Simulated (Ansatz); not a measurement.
All values below come from PBE (plane waves to 420 eV, PAW; Ansatz, an electronic-structure program).

Planar average of the electrostatic potential across the slab, in eV from the Fermi level, for Al on the 1x1 (110) surface of bcc W, one in a 2x1 cell, started at the site 'bridge W-W (span 3.2 Å)':

(z (Å), V (eV)): (5.20, 4.80); (5.49, 4.80); (5.78, 4.80); (6.07, 4.79); (6.36, 4.78); (6.64, 4.76); (6.93, 4.71); (7.22, 4.62); (7.51, 4.43); (7.80, 4.05); (8.09, 3.30); (8.38, 1.81); (8.67, -1.11); (8.96, -7.23); (9.24, -15.19); (9.53, -20.65); (9.82, -21.01); (10.11, -16.18); (10.40, -8.63); (10.69, -3.59); (10.98, -4.79); (11.27, -11.52); (11.56, -18.74); (11.84, -21.99); (12.13, -19.67); (12.42, -12.86); (12.71, -5.45); (13.00, -2.62); (13.29, -5.54); (13.58, -12.97); (13.87, -19.68); (14.16, -21.90); (14.44, -18.55); (14.73, -11.24); (15.02, -4.42); (15.31, -2.95); (15.60, -7.54); (15.89, -15.21); (16.18, -20.61); (16.47, -20.97); (16.76, -16.12); (17.04, -8.40); (17.33, -2.42); (17.62, -0.83); (17.91, -1.11); (18.20, -1.20); (18.49, -1.22); (18.78, -1.06); (19.07, 0.04); (19.36, 1.90); (19.64, 3.06); (19.93, 3.67); (20.22, 3.99); (20.51, 4.16); (20.80, 4.24); (21.09, 4.28); (21.38, 4.30); (21.67, 4.31); (21.96, 4.32); (22.24, 4.32); (22.53, 4.32); (22.82, 4.32)

Model: 9-atom slab, 6.6 Å thick at the start under the adsorbate (thin: gaps and levels are the slab's own), 6x12x1 mesh, Fermi-Dirac 0.1 eV, dipole correction, 4 atoms held, the rest relaxed; start symmetry kept, larger cells not searched; no spin, no spin-orbit, no U, no dispersion correction. At the end it is bonded to 4 W. In PBE it is, or lies within 0.03 eV of, the lowest of the starts that converged.

Q: The surface cell has an area of 14.34 Å². What dipole along the normal does the step between the two vacuum levels imply?

A: the top vacuum level lies 0.48 eV below the bottom one; p = −ε₀ A ΔV (ε₀ = 0.005526 e/(V·Å)) gives 0.04 e·Å a cell.
